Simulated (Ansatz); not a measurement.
Take BiBr (space group C2/m, No. 12; made of chains) as the base.

```xyz
16
Lattice="6.8103 -2.1091 0.0000 6.8103 2.1091 0.0000 -6.1730 0.0000 19.2343" Properties=species:S:1:pos:R:3 pbc="T T T"
Bi    -1.2420     0.0000     6.7452
Bi     8.6896     0.0000    12.4892
Bi    -3.8255     0.0000    19.1153
Bi    11.2730     0.0000     0.1190
Br     0.6888     0.0000    17.0847
Br     6.7587     0.0000     2.1497
Br     0.0070     0.0000    13.2245
Br     7.4405     0.0000     6.0098
Bi    -0.7390     0.0000     9.7476
Bi     8.1865     0.0000     9.4867
Bi     1.8213     0.0000     2.8743
Bi     5.6262     0.0000    16.3601
Br     3.6597     0.0000     7.3359
Br     3.7879     0.0000    11.8984
Br    -3.0659     0.0000    15.6421
Br    10.5135     0.0000     3.5922
```

Cartesian axes are those of the cell as printed.

Level of theory: PBEsol (Ansatz, a program for electronic structure), spin-orbit coupling left out.

Before the change:

- Pressure: 0.00 GPa

Now apply this change: the symmetric strain tensor [0.0030 0.0007 0.0075; 0.0007 -0.0048 -0.0106; 0.0075 -0.0106 -0.0225]; the atoms relax in the strained cell.

Q: Predict the new pressure.

A: The pressure (mean of the normal stresses, compression positive) goes from zero to 0.39 GPa.

Q: Estimate the effect on the electron mass.

A: The electron mass amounts to 0.13 mₑ along x, 0.092 mₑ along y, 0.69 mₑ along z (at Y₂).

With Bi present, leaving out spin-orbit coupling can change the band edges. The levels and masses belong to the bands next to the band gap. Masses are band curvatures over ±0.01 Å⁻¹ around the edge. Stability against distortions was not tested. No dispersion term is included in the PBEsol runs.
